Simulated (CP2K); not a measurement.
Troubleshooting CP2K: a failed run on CaGaAu (Pnma, 12 atoms in the cell). The aim is a self-consistent single point with DFT PBEsol, GPW, DZVP-MOLOPT-SR-GTH basis, GTH-PBE potentials (GTH_POTENTIALS).

Cell that was meant: a = 7.2820 Å, b = 4.5420 Å, c = 7.7330 Å, α = 90.00°, β = 90.00°, γ = 90.00°.

Part of the input:

```
    &SCF
      SCF_GUESS ATOMIC
      EPS_SCF 1E-7
      MAX_SCF 5
      ADDED_MOS 22
      &DIAGONALIZATION
        ALGORITHM STANDARD
```

Output (repeated stretches shortened):

```
 SCF WAVEFUNCTION OPTIMIZATION

  Step     Update method      Time    Convergence         Total energy    Change
     1 NoMix/Diag. 0.30E+00      -     1.41753921      -578.3862465324 -5.78E+02
     2 Broy./Diag. 0.30E+00      -     0.13667178      -584.8427248530 -6.46E+00
     3 Broy./Diag. 0.30E+00      -     0.08758720      -580.1137089833  4.73E+00
     4 Broy./Diag. 0.30E+00      -     0.03048466      -577.6629846597  2.45E+00
     5 Broy./Diag. 0.30E+00      -     0.00693766      -577.1126956545  5.50E-01
  Leaving inner SCF loop after reaching     5 steps.

  Overlap energy of the core charge distribution:               0.00000002398586
  Self energy of the core charge distribution:               -909.91701808729147
  Core Hamiltonian energy:                                    257.28152958623741
   [... lines left out ...]
  Fermi energy:                                                 0.26514439546851
  Total energy:                                              -577.11269565445150
   [... lines left out ...]
 * [ABORT]                                                                     *
 *  \___/     SCF run NOT converged. To continue the calculation regardless,   *
 *    |             please set the keyword IGNORE_CONVERGENCE_FAILURE.         *
 *  O/|                                                                        *
 * /| |                                                                        *
 * / \                                                            qs_scf.F:702 *
 *******************************************************************************

 ===== Routine Calling Stack =====

            4 scf_env_do_scf
            3 qs_energies
            2 qs_forces
            1 CP2K
Abort(1) on node 0 (rank 0 in comm 0): application called MPI_Abort(MPI_COMM_WORLD, 1) - process 0
```

Question: Diagnose the run.

Answer: The fault is an iteration limit that is too low. The loop is cut before its threshold is met, so whatever is printed at the end is not self-consistent. To fix it, raise the limit, or leave it to the default. The run ended unconverged after 5 iterations.

The sound input it was made from differs as follows (other fixes are possible):
```diff
-      MAX_SCF 5
+      MAX_SCF 100
```

With that input, the run converged in 17 iterations: free energy E − TS -15711.6091 eV; Fermi level (on the code's own zero) 7.22 eV; pressure -0.54 GPa; largest force (vector length) 0.077 eV/Å (DFT PBEsol, GPW, DZVP-MOLOPT-SR-GTH basis, GTH-PBE potentials (GTH_POTENTIALS)).

On the sound input: the starting cell comes from a database of published, mostly measured structures (it also holds non-ambient and calculated ones), without a prior relaxation at this level. Values carry the incompleteness of an atom-centred basis. The potentials were made for another functional than the one used.
